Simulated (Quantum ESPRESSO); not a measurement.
A short convergence ladder for the (110) slab of ZrSc (cut from a parent of space group no. 187; 6 atoms in the cell)

```
CELL_PARAMETERS angstrom
      5.18079     0.00000     0.00000
      0.00000     5.71449     0.00000
      0.00000     0.00000    17.29921
ATOMIC_POSITIONS crystal
  Zr 0.00000 0.91667 0.40464
  Sc 0.50000 0.25000 0.40464
  Zr 0.00000 0.41667 0.50000
  Sc 0.50000 0.75000 0.50000
  Zr 0.00000 0.91667 0.59536
  Sc 0.50000 0.25000 0.59536
```

Base method: LDA (PW92), PseudoDojo standard norm-conserving (LDA) pseudopotentials (plane waves; Quantum ESPRESSO).

Base settings: ecutwfc = 80 Ry; occupations = smearing; smearing = fermi-dirac; degauss = 0.0073499 Ry; mixing_mode = local-TF; potentials = {Zr: Zr.upf, Sc: Sc.upf}; K_POINTS = automatic 3 3 1 0 0 0; conv_thr = 1e-11 Ry; mixing_beta = 0.3.

The count of work is k-points × plane waves × bands × iterations; it is no time. 

**The vacuum**

The mesh stays at the base's, so the ladder's end is converged at best in this setting alone.

Only quantities that move along the ladder and can be compared are tabulated.

```csv
vacuum between outermost atoms (Å),free energy less the last step's (meV/atom),largest difference of a force vector from the last step's (eV/Å),count of work / last
3.0,-551.48,0.923,0.21
5.0,-91.16,0.426,0.34
12.0,-0.03,0.000,0.86
14.0,0.00,0.000,1.0
```

Smallest vacuum between outermost atoms (Å) that holds the forces within 0.02 eV/Å of the last step, with all finer ones: 12.0; the step before is off by 0.43 eV/Å.

Smallest vacuum between outermost atoms (Å) that holds the free energy within 2 meV/atom of the last step, with all finer ones: 12.0; the step before is off by 91 meV/atom.

On the base run: the starting cell comes from a database of computed structures (which also holds hypothetical and non-ambient phases and stackings), without a prior relaxation at this level. The slab is cut from that crystal, and its faces are unrelaxed. Its lattice was rescaled by up to half a per cent. In the base run, forces exceed 1 eV/Å. Without a gap this mesh is coarse (it stands for a supercell whose shortest in-plane vector is 16 Å).
